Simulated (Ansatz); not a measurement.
The parent structure is ZnF₂ in the rutile structure (space group P4_2/mnm, No. 136).

```
CELL_PARAMETERS angstrom
      4.71731     0.00000     0.00000
      0.00000     4.71731     0.00000
      0.00000     0.00000     3.12851
ATOMIC_POSITIONS crystal
  Zn 0.00000 0.00000 0.00000
  Zn 0.50000 0.50000 0.50000
  F  0.30383 0.30383 0.00000
  F  0.80383 0.19617 0.50000
  F  0.19617 0.80383 0.50000
  F  0.69617 0.69617 0.00000
```

Cartesian axes are those of the cell as printed.

All numbers come from PBEsol (Ansatz, a first-principles code, PAW, no spin-orbit coupling).

Strains are applied to the cell and any free atomic positions relax; under biaxial strain the out-of-plane vector relaxes too.

One change was made to it. Results:

```csv
quantity,base,after
band gap,3.45 eV,3.47 eV
electron mass,"0.40 mₑ along c, 0.44 mₑ across (at Γ)","0.40 mₑ out of plane, 0.44 mₑ in plane (at Γ)"
volume per atom,11.60 Å³,11.68 Å³
```

Task: What was done to the base?
A) biaxial strain +2.40 %, plane normal [001], relaxed out of plane
B) biaxial strain +1.80 %, plane normal [001], relaxed out of plane
C) biaxial strain +0.60 %, plane normal [001], relaxed out of plane

Result: C, biaxial strain +0.60 %, plane normal [001], relaxed out of plane. For comparison, the electron mass in the other runs: biaxial strain +1.80 %, plane normal [001], relaxed out of plane gives 0.40 mₑ out of plane, 0.45 mₑ in plane (at Γ); biaxial strain +2.40 %, plane normal [001], relaxed out of plane gives 0.41 mₑ out of plane, 0.45 mₑ in plane (at Γ).

Masses are band curvatures over ±0.01 Å⁻¹ around the edge. No phonon test of stability was made.
